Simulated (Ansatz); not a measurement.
The starting structures come from a database of crystals and need not be the phases stable at ambient conditions.

The decay constant κ of evanescent states in the gap governs leakage through a thin film.

Data:

```
CELL_PARAMETERS angstrom
      7.51263     0.00000     0.00000
      0.00000     8.30902     0.00000
      3.75632     0.00000     2.16871
ATOMIC_POSITIONS crystal
  B  0.23309 0.77499 0.37094
  B  0.60403 0.10832 0.55885
  B  0.16288 0.44166 0.07021
  B  0.39597 0.22501 0.37094
  B  0.83712 0.89168 0.55885
  B  0.76691 0.55834 0.07021
  O  0.85090 0.46130 0.69928
  O  0.55018 0.79463 0.04874
  O  0.59892 0.12797 0.25198
  O  0.44982 0.53870 0.69928
  O  0.40108 0.20537 0.04874
  O  0.14910 0.87203 0.25198
  O  0.00000 0.66667 0.84427
  O  0.84427 0.00000 0.31146
  O  0.15573 0.33333 0.84427
```

Space group of this cell: P3_121. The cell is taken as given.

Transport runs along the normal of the first two printed cell vectors, the (110) plane of the conventional cell.

No gap correction and no spin-orbit coupling; mid-gap values are interpolated between computed energies.

Estimate the band gap and the smallest decay constant κ at mid-gap that r2SCAN run with Ansatz (a program for electronic structure) returns for this system.

Gap 7.37 eV on a 14×4×14 mesh; κ = 0.586 1/Å, at the zone centre.
